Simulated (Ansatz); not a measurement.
Wurtzite BN (high-pressure phase), relaxed in Ansatz (plane waves) with several semilocal functionals. Each gives its own volume and its own elastic constant C11:

| level | V0 (Å³/atom) | elastic constant C11 (GPa) | ln V0 | ln C11 |
|---|---|---|---|---|
| LDA | 5.756 | 988.0 | 1.7502 | 6.8957 |
| PBEsol | 5.876 | 948.9 | 1.7709 | 6.8553 |
| PBE | 5.969 | 923.2 | 1.7866 | 6.8278 |

**Question.** Fit a straight line to ln C11 against ln V0. What does it predict for r²SCAN, whose volume is 5.895 Å³/atom?

**Answer.** With x = ln V0 and y = ln C11: means 1.76923 and 6.85960; Σ(Δx Δy) = -0.001247, Σ(Δx²) = 0.0006666, so the slope is -1.87. At x = 1.7741 the line gives y = 6.85960 + (-1.87) × (1.7741 − 1.76923) = 6.8505, or 944.4 GPa. The run with r²SCAN gives 976.7 GPa, +3.4 % from the line. The rows used scatter about it by up to 0.1 %, while the largest value lies 7 % above the smallest.

Ansatz's density-functional and Hartree–Fock values are scalar-relativistic unless marked +SOC, with PAW data made under PBE.

Ansatz is a program for electronic structure.
